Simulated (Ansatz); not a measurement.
The starting structures come from a database of crystals and need not be the phases stable at ambient conditions.

The decay constant κ of evanescent states in the gap governs leakage through a thin film.

Input:

```yaml
crystal:
  lattice:
    - [5.64614, 0.00000, 0.00000]
    - [-1.66571, 8.24962, 0.00000]
    - [1.17416, 2.12070, 5.07385]
  atoms:
    - { symbol: Na, position: [0.51350, 0.09610, 0.69340] }
    - { symbol: Na, position: [0.48650, 0.90390, 0.30660] }
    - { symbol: Na, position: [0.50870, 0.70730, 0.87850] }
    - { symbol: Na, position: [0.49130, 0.29270, 0.12150] }
    - { symbol: Na, position: [0.99850, 0.60280, 0.69660] }
    - { symbol: Na, position: [0.00150, 0.39720, 0.30340] }
    - { symbol: Na, position: [0.50000, 0.50000, 0.50000] }
    - { symbol: Na, position: [0.00000, 0.00000, 0.50000] }
    - { symbol: W, position: [0.00310, 0.20740, 0.89770] }
    - { symbol: W, position: [0.99690, 0.79260, 0.10230] }
    - { symbol: O, position: [0.78600, 0.15610, 0.24160] }
    - { symbol: O, position: [0.21400, 0.84390, 0.75840] }
    - { symbol: O, position: [0.22140, 0.40260, 0.90740] }
    - { symbol: O, position: [0.77860, 0.59740, 0.09260] }
    - { symbol: O, position: [0.77850, 0.75830, 0.43720] }
    - { symbol: O, position: [0.22150, 0.24170, 0.56280] }
    - { symbol: O, position: [0.19370, 0.03700, 0.07780] }
    - { symbol: O, position: [0.80630, 0.96300, 0.92220] }
    - { symbol: O, position: [0.21150, 0.68310, 0.26060] }
    - { symbol: O, position: [0.78850, 0.31690, 0.73940] }
```

Space group of this cell: P-1. The cell is taken as given; by r2SCAN its mean pressure is -0.6 GPa.

Transport runs along the normal of the first two printed cell vectors.

No gap correction and no spin-orbit coupling; mid-gap values are interpolated between computed energies.

Task: Estimate the band gap and the smallest decay constant κ at mid-gap that Ansatz (a program for electronic structure) with r2SCAN returns for this system.

Result: Gap 3.89 eV on a 6×4×6 mesh; κ = 0.420 1/Å, at the zone centre.
